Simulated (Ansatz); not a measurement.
```xyz
110
Lattice="5.8768 0.0008 0.0737 0.0003 6.1663 -0.0922 0.4672 -0.5585 36.8193" Properties=species:S:1:pos:R:3 pbc="T T T"
Ga     0.7728    -0.3550    10.2286
Ga     0.7737     2.7282    10.1780
Ga     2.3200     1.0773     1.9541
Ga     2.3185     4.1224     1.9421
Ga     3.7872     1.1993    11.0724
Ga     3.7874     4.2836    11.0263
Ga     6.2833    -0.5005     0.0512
Ga     5.3153     2.6054     1.2521
O      5.0066    -0.3406    11.1699
O      5.0061     2.7423    11.1180
O      3.7946     1.1996     0.6918
O      3.7931     3.9040     0.7101
O      2.3613    -0.3384    11.2596
O      2.3615     2.7445    11.2112
O      0.7287     1.1408     0.9351
O      0.7478     4.0605     0.8976
O      2.3907    -0.4603     2.9659
O      2.3218     2.6051     2.9826
O      0.8319     1.1691     9.1609
O      0.8323     4.2557     9.1151
Ga     5.2469     1.0414     4.1923
Ga     5.2461     4.2319     4.1461
Ga     3.7363    -0.3880     8.0819
Ga     3.7400     2.6956     8.0465
Ga     2.3949    -0.4330     5.0224
Ga     2.3920     2.6452     5.0027
Ga     0.7187     1.1407     7.1938
Ga     0.7213     4.2232     7.1475
O      3.6004     1.1117     5.0750
O      3.5949     4.1852     5.0194
O      5.3765    -0.4025     7.2002
O      5.3778     2.6825     7.1648
O      0.9775     1.1228     5.1490
O      0.9786     4.1775     5.0994
O      2.1436    -0.4050     7.0478
O      2.1457     2.6798     7.0188
O      3.6751     1.1663     9.1003
O      3.6750     4.2557     9.0545
O      5.3296    -0.4623     3.1915
O      5.2349     2.6210     3.1304
Ga     3.5622    -0.1628    22.4368
Ga     3.5645     2.9150    22.3865
Ga     5.1328     1.2482    14.1301
Ga     5.1329     4.3311    14.0843
Ga     0.6049     1.3828    23.0096
Ga     0.6021     4.4724    23.0100
Ga     2.1157    -0.3064    13.2937
Ga     2.1161     2.7766    13.2469
O      1.8876    -0.1426    23.3142
O      1.8886     2.9204    23.2619
O      0.8979     1.2340    13.1851
O      0.8981     4.3168    13.1394
O      5.2063    -0.1413    23.3671
O      5.2076     2.9225    23.3199
O      3.5431     1.2324    13.0978
O      3.5432     4.3141    13.0519
O      5.0707    -0.2777    15.1896
O      5.0709     2.8052    15.1439
O      3.5947     1.3590    21.3408
O      3.5944     4.4442    21.3030
Ga     2.1655     1.2814    16.2823
Ga     2.1670     4.3644    16.2358
Ga     0.6650    -0.2076    20.0982
Ga     0.6655     2.8890    20.0530
Ga     5.1689    -0.2479    17.1568
Ga     5.1692     2.8364    17.1111
Ga     3.5213     1.3292    19.3603
Ga     3.5250     4.4129    19.3166
O      0.5208     1.2946    17.1510
O      0.5225     4.3779    17.1045
O      2.3129    -0.2165    19.2565
O      2.3134     2.8719    19.2113
O      3.7599     1.2974    17.3043
O      3.7618     4.3804    17.2554
O      4.9319    -0.2183    19.1910
O      4.9323     2.8703    19.1454
O      0.6128     1.3556    21.0891
O      0.6130     4.4399    21.0675
O      2.2272    -0.2758    15.2606
O      2.2272     2.8068    15.2145
Ni     5.5462     6.0264    26.9654
Ni     2.6510     3.0791    27.0824
Si     0.5718     1.9155    26.5340
Si     3.3604     5.2012    27.2354
Si     4.0998     1.4894    27.6617
Si     6.7817     4.2742    26.2371
Ni     4.9792     3.6722    28.1016
Ni     5.5311     1.5004    29.6017
Ni     1.9173     0.7476    28.1822
Ni     2.6444     4.7144    29.5038
Si     1.2294     3.0095    28.7992
Si     3.2945     0.7779    30.0864
Si     4.2056     3.2625    30.3927
Si     6.2439     5.4204    29.0496
Ni     4.8408     5.5163    30.9445
Ni     5.5379     3.2684    32.3660
Ni     1.9169     2.4522    30.9452
Ni     2.5766     0.2524    32.3093
Si     1.1949     4.7248    31.3454
Si     3.3413     2.4758    32.7945
Si     4.0730     4.9273    33.1036
Si     6.2147     1.0294    31.8952
Ni     4.8399     0.9942    33.7762
Ni     5.5361     4.8867    34.8399
Ni     1.8908     4.1622    33.4496
Ni     2.6159     1.9278    34.8803
Si     1.2160     0.2340    34.2455
Si     3.8341     3.6840    35.8579
Si     3.8203     0.1339    35.9083
Si     6.2839     2.7084    34.5737
```

The first 80 atoms are the substrate (Ga2O3-b), the rest the film (NiSi).

Method: PBE (plane waves to 420 eV, PAW; Ansatz, a program for electronic structure). Scalar-relativistic, without spin–orbit coupling; the runs are not spin-polarised; PBE gaps are too small against experiment. Its k-point mesh 5×4×1, Fermi–Dirac width 0.05 eV.

Describe the bonding at the interfaces and give the barriers.

A periodic stack without vacuum, MnP-type NiSi (1 1 0) on beta Ga2O3 (1 0 0) (film strained to the substrate, started from cuts of the bulks and a machine-learned relaxation; slabs Ga32O48 and Ni14Si16, which can lie off the formulas): substrate slab Ga32O48, film Ni14Si16, surface cells [[0, -1], [2, 0]] and [[1, 0], [0, 1]], film strained by -0.1 and +4.6 %, outermost planes GaO/GaO and Si/Si as cut, which need not be the usual terminations and can put a slab off its formula.
```
Item                                                                                       Result
--------------------------------------------------------------------------------  ---------------
interface area                                                                            36.2 Å²
period                                                                                    36.80 Å
heights between the nearest atoms of the two slabs at the two interfaces          2.92 and 0.90 Å
O–Si contacts across the interfaces within 1.22 times the sum of covalent radii    2, mean 1.75 Å
Ga–Ni contacts across the interfaces within 1.22 times the sum of covalent radii   1, mean 2.30 Å
hole barrier (PBE, at the middle of a substrate layer that carries a field)               1.90 eV
electron barrier (PBE, at the middle of a substrate layer that carries a field)           0.11 eV
slope of the mean potential energy in the substrate                                +0.9 MV/cm × e
```
